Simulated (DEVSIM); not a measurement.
Structure: Schottky contact on p-type Si, at 300 K.

Layer 1 from the left is Si, thickness (μm) 0.500, Na (cm⁻³) 1.7e17, τn (s) 0.00018, τp (s) 0.00018.

Left contact: Schottky, work function 4.484 eV, emission velocity 2.8e6 cm/s. Right contact: ohmic. Voltage is applied to the left contact. Recombination: SRH at mid-gap, radiative, Auger. Mobility is constant in doping.

Constants are typed, rounded textbook-type inputs, not results; the design itself was drawn at random and stands for no fabricated device. Values at 300 K.

Si: gap (eV) 1.124, affinity (eV) 4.05, permittivity 11.7, Nc (cm⁻³) 2.86e19, Nv (cm⁻³) 3.1e19, μn (cm²/Vs) 1417, μp (cm²/Vs) 470, B (cm³/s) 4.7e-15, Cn (cm⁶/s) 2.8e-31, Cp (cm⁶/s) 9.9e-32.

Model (solved in DEVSIM): 1D drift-diffusion, Boltzmann statistics, complete ionisation; no tunnelling, impact ionisation, image-force lowering or self-heating. Metal contacts follow the ideal Schottky-Mott rule: no Fermi-level pinning, no interface dipoles.

Dark forward current:

```
|V| (V)  |J| (A/cm²)
-------  -----------
0.05       0.0002030
0.10        0.001603
0.15         0.01126
0.20         0.07786
0.25          0.5365
0.30           3.688
0.35           25.21
0.40           168.4
0.45            1006
0.50            4202
```

Problem. Work out the local ideality factor n = ΔV / (kT/q · ln(J2/J1)) between the rows 0.15 and 0.20 V, 0.45 and 0.50 V.

Solution. kT/q = 25.85 mV. From 0.15 to 0.20 V: ln(0.07786/0.01126) = 1.934, n = 1.00, near the 1 of diffusion or emission over a barrier. From 0.45 to 0.50 V: ln(4202/1006) = 1.430, n = 1.35; the layers' resistance at their doping, Σ W/(qμN) = 3.9e-6 Ω cm², would take 12 mV of this step of 50 mV.

Problem. Estimate the current at 0.25 V for emission alone, J0 = q v N_band exp(−φB/kT), and read the barrier back from the simulated current.

Solution. φB = 0.690 eV, N_band = 3.10e19 cm⁻³, J0 = 3.56e-5 A/cm²; J = J0 (exp(qV/kT) − 1) = 0.564 A/cm². The simulation gives 0.536 A/cm²; the estimate lies 5.0 % above. Read backwards, the simulated current gives an apparent barrier of 0.691 eV. The estimate leaves out transport through the depletion region and minority injection.
